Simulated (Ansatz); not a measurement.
Level of theory: PBE (plane waves to 420 eV, PAW; Ansatz, a program for electronic structure).

Plane-averaged electrostatic potential energy along the normal, in eV from the highest filled level, for the (111)A surface of zinc-blende ZnSe, Zn-terminated, 2x2 Zn vacancy (bottom of the slab: 2 H on 4 bottom sites):

(z (Å), V (eV)): (4.16, 5.31); (4.45, 5.31); (4.75, 5.31); (5.05, 5.31); (5.34, 5.31); (5.64, 5.31); (5.94, 5.31); (6.23, 5.31); (6.53, 5.31); (6.83, 5.30); (7.12, 5.27); (7.42, 5.21); (7.72, 5.06); (8.02, 4.68); (8.31, 3.70); (8.61, 2.67); (8.91, 1.41); (9.20, -0.46); (9.50, -1.98); (9.80, -4.16); (10.09, -6.12); (10.39, -6.26); (10.69, -4.52); (10.98, -1.33); (11.28, 1.80); (11.58, 3.44); (11.88, 3.44); (12.17, 1.55); (12.47, -0.66); (12.77, -1.92); (13.06, -3.91); (13.36, -6.25); (13.66, -6.73); (13.95, -4.40); (14.25, -1.55); (14.55, 1.53); (14.84, 3.45); (15.14, 3.62); (15.44, 2.01); (15.73, -0.34); (16.03, -1.64); (16.33, -3.31); (16.62, -5.73); (16.92, -6.75); (17.22, -4.88); (17.52, -2.25); (17.81, 0.71); (18.11, 2.94); (18.41, 3.20); (18.70, 1.71); (19.00, -2.13); (19.30, -5.10); (19.59, -6.48); (19.89, -6.08); (20.19, -3.78); (20.48, 0.41); (20.78, 3.35); (21.08, 4.39); (21.38, 4.84); (21.67, 5.03); (21.97, 5.11); (22.27, 5.14); (22.56, 5.16); (22.86, 5.16); (23.16, 5.17); (23.45, 5.17); (23.75, 5.17); (24.05, 5.17)

Set-up: 33 atoms, 12.3 Å thick at the start with caps and adatoms (thin: gaps and levels are the slab's own); mesh 3x3x1; 0.025 eV smearing; dipole correction on; 8 atoms held, the rest relaxed; held to the start's symmetry, so lower structures may exist; no spin, no spin-orbit, no U. It is one candidate, not shown to be the stable structure of the face.

The vacuum level lies 5.17 eV above the highest filled level over the top face and 5.31 eV above it under the bottom face.
